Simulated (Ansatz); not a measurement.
## Response to strain in BN

The reference is BN (space group P6_3/mmc, No. 194; a = 2.500 Å, c = 6.412 Å; layered, stacked along the Cartesian z axis).

Strains are applied to the cell and any free atomic positions relax.

The values are results of PBEsol-D3(BJ)/PAW in Ansatz (an electronic-structure program), no spin-orbit coupling, not measurements.

Notes on the quantities. energy relative to the base: free energy F.

| isotropic strain (%) | energy relative to the base (meV/atom) |
|---|---|
| 0 | 0.0 |
| 0.6 | 2.2 |
| 1.2 | 8.7 |
| 1.8 | 19.2 |
| 2.4 | ? |
| 3 | 51.8 |

### Question
Fit ΔE = Aε² + Bε³ (ε in %) to the rows shown and predict the withheld row.

### Answer
Least squares on the printed values gives A = 6.20 and B = -0.15 meV/atom (largest residual 0.0 meV/atom); this predicts 33.7 meV/atom, and the run gives 33.6 meV/atom, in agreement.

Stability against distortions was not tested.
